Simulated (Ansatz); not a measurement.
**How far to go with the plane-wave cutoff: CoAl (P4mm, 2 atoms in the cell)**

```xyz
2
Lattice="2.8514 0.0000 0.0000 0.0000 2.8514 0.0000 0.0000 0.0000 2.8514" Properties=species:S:1:pos:R:3 pbc="T T T"
Al     1.4257     1.4257     1.4757
Co     0.0000     0.0000     0.0000
```

Level of theory: PBEsol, PAW files made with PBE (plane waves; Ansatz, a first-principles code).

Base settings: basis.ecutwfc = 420 eV; kpoints.mp_grid.grid = 12 12 12; hamiltonian.xc = pbesol; hamiltonian.pseudopotentials = {kind: paw} (the program's default PAW files); scf.occupations.method = gaussian; scf.occupations.width = 0.1 eV.

The second cell is the first with its lattice scaled by 0.98.

The mesh stays at the base's, so the ladder's end is converged at best in this setting alone.

The first pressure column holds Ansatz's estimate of the finite-basis (Pulay) stress, which hides part of the cutoff error; the other is without it.

Only quantities that move along the ladder and can be compared are tabulated.

The count of work is k-points × plane waves × bands × iterations; it is no time. 

The starting cell has typed, rounded lattice constants, without a prior relaxation at this level. Its lattice was rescaled by up to half a per cent. One atom was moved a little off its site on purpose. Spin polarisation is off. In the base run, with a pressure of about -5 GPa the cell is away from its equilibrium volume at this level.

```tsv
basis.ecutwfc	free energy less the last step's (meV/atom)	energy of the compressed cell less the first (meV/atom)	pressure (GPa)	pressure without the Pulay estimate (GPa)	largest difference of a force vector from the last step's (eV/Å)	count of work / last
145 eV	34045.42	8.93	-19.30	-1507.19	0.004	0.053
170 eV	15275.19	-142.94	-37.22	-787.57	0.125	0.071
190 eV	8075.47	-3.74	-7.69	-473.99	0.099	0.084
210 eV	4083.39	53.87	2.13	-275.37	0.015	0.098
230 eV	1991.00	21.88	-3.25	-157.35	0.064	0.10
250 eV	956.95	-3.52	-5.72	-90.43	0.060	0.12
295 eV	149.99	0.55	-5.08	-23.66	0.013	0.14
335 eV	20.28	2.00	-5.07	-8.33	0.000	0.20
380 eV	2.89	1.01	-5.34	-5.61	0.000	0.22
420 eV	1.50	0.91	-5.35	-5.42	0.000	0.26
460 eV	0.94	0.91	-5.35	-5.40	0.000	0.28
505 eV	0.63	0.92	-5.35	-5.37	0.000	0.36
565 eV	0.48	0.92	-5.35	-5.37	0.000	0.42
630 eV	0.31	0.91	-5.36	-5.37	0.000	0.49
735 eV	0.10	0.89	-5.36	-5.37	0.000	0.59
840 eV	0.04	0.88	-5.36	-5.36	0.000	0.75
1010 eV	0.00	0.88	-5.36	-5.37	0.000	1.0
```

Coarsest basis.ecutwfc that holds the pressure without the Pulay estimate within 0.1 GPa of the last step, with all finer ones: 420 eV, at 0.26 of the last step's count of work; the step before is off by 0.24 GPa.

Coarsest basis.ecutwfc that holds the pressure within 1 GPa of the last step, with all finer ones: 250 eV, at 0.12 of the last step's count of work; the step before is off by 2.1 GPa.

Coarsest basis.ecutwfc that holds the forces within 0.02 eV/Å of the last step, with all finer ones: 295 eV, at 0.14 of the last step's count of work; the step before is off by 0.060 eV/Å.

The energy difference between the two cells stays within 1 meV/atom of the last step's from 380 eV on, the total only from 460 eV on: much of the error is common to both cells and cancels.

At the lowest cutoff the pressure without the Pulay estimate lies 1500 GPa under the last step's, the usual sign of Pulay stress in an incomplete plane-wave basis.

Keys are those of Ansatz 0.2.
